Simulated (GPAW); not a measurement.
## Convergence test for WC (Fm-3m, 2 atoms in the cell)

```
CELL_PARAMETERS angstrom
      0.00000     2.19268     2.19268
      2.19268     0.00000     2.19268
      2.19268     2.19268     0.00000
ATOMIC_POSITIONS crystal
  W  0.00000 0.00000 0.00000
  C  0.50000 0.50000 0.50000
```

Method: LDA (Perdew-Wang 92), real-space grid, GPAW PAW datasets LDA (gpaw-data 1.0.1) (GPAW).

The starting cell comes from a database of computed structures (which also holds hypothetical and non-ambient phases and stackings), without a prior relaxation at this level. Spin polarisation is off.

Held fixed: mode = fd; h = 0.18 Å; xc = LDA; mesh shift (steps) = 0 0 0; occupations.name = fermi-dirac; occupations.width = 0.1 eV; nbands = -6; convergence.forces = 0.001 eV/Å; symmetry.symmorphic = false; symmetry.tolerance = 0.0005; maxiter = 120.

ΔF is the free energy per atom less that of the last row (17 17 17).

| kpts | ΔF (meV/atom) | k-points | iterations |
|---|---|---|---|
| 1 1 1 | 8893.5 | 1 | 22 |
| 2 2 2 | 965.4 | 3 | 17 |
| 3 3 3 | 310.8 | 4 | 22 |
| 4 4 4 | -60.9 | 8 | 16 |
| 5 5 5 | -20.1 | 10 | 20 |
| 6 6 6 | 25.8 | 16 | 16 |
| 7 7 7 | -10.9 | 20 | 19 |
| 9 9 9 | 5.3 | 35 | 17 |
| 10 10 10 | -6.0 | 47 | 19 |
| 12 12 12 | -2.2 | 72 | 18 |
| 14 14 14 | 0.29 | 104 | 19 |
| 17 17 17 | 0.00 | 165 | 18 |

Energy within 10 meV/atom of the last row: from kpts = 9 9 9 on; the one before it is off by 11 meV/atom.
